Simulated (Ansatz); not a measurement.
For LaBr3 (P6₃/m, No. 176), r²SCAN-D4 (plane waves, PAW; Ansatz, a program for electronic structure) gives:

| Quantity | Value |
|---|---|
| lattice parameter a | 7.998 Å |
| lattice parameter c | 4.521 Å |

Question: What does HSE06 (plane waves, PAW; Ansatz) give for the same quantities?

Answer: 
- lattice constant a: 8.071 Å (increases by 0.9 %)
- lattice parameter c: 4.505 Å (shrinks by 0.4 %)

Changes are worked out from the printed values.

Unless a cell is named, each level is at its own relaxed cell (r²SCAN-D4 31.30, HSE06 31.77 Å³/atom).

Ansatz's density-functional and Hartree–Fock values are scalar-relativistic unless marked +SOC, with PAW data made under PBE.
